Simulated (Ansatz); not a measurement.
Where the default PAW files enter, the runs use the earlier of Ansatz's two default sets.

The decay constant κ of evanescent states in the gap governs leakage through a thin film.

```
CELL_PARAMETERS angstrom
      3.80580     0.00000     0.00000
      0.00000     6.23798     0.00000
      1.90290     0.00000     3.29592
ATOMIC_POSITIONS crystal
  Zn 0.33333 0.99986 0.33333
  Zn 0.66667 0.49986 0.66667
  S  0.33333 0.62514 0.33333
  S  0.66667 0.12514 0.66667
```

Space group of this cell: P6_3mc, wurtzite. The cell is taken as given; by PBEsol its mean pressure is -1.3 GPa.

Transport runs along the normal of the first two printed cell vectors, the (100) plane of the conventional cell.

No gap correction and no spin-orbit coupling; mid-gap values are interpolated between computed energies.

Question: State the band gap and the smallest decay constant κ at mid-gap according to PBEsol (Ansatz, a first-principles code).

Answer: Gap 2.08 eV on a 10×6×10 mesh; κ = 0.150 1/Å, at the zone centre.
